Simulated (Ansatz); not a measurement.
## Response to strain in Nb

Base system: Nb in the bcc (W type) structure (space group Im-3m, No. 229; a = 3.3045 Å; relaxed with 0.1 eV smearing).

Strains are applied to the cell and any free atomic positions relax.

All numbers come from Ansatz (a quantum-chemistry and plane-wave program), r2SCAN, PAW, cutoff 500 eV, no SOC.

```
isotropic strain (%)  pressure (GPa)
--------------------  --------------
-3                              18.6
-2.5                            15.1
-2                                 ?
-1.5                             8.5
-1                               5.5
-0.5                             2.7
0                                0.0
```

### Question
Fit P = P₀ − Bδ + Cδ² with δ = (1 + ε)³ − 1 to the rows shown and predict the withheld row.

### Answer
Least squares on the printed values gives P₀ = 0.0 GPa, B = 170 GPa, C = 487 GPa (largest residual 0.0 GPa); this predicts 11.7 GPa, and the run gives 11.7 GPa, in agreement.

Stability against distortions was not tested. All final runs are without spin polarisation.
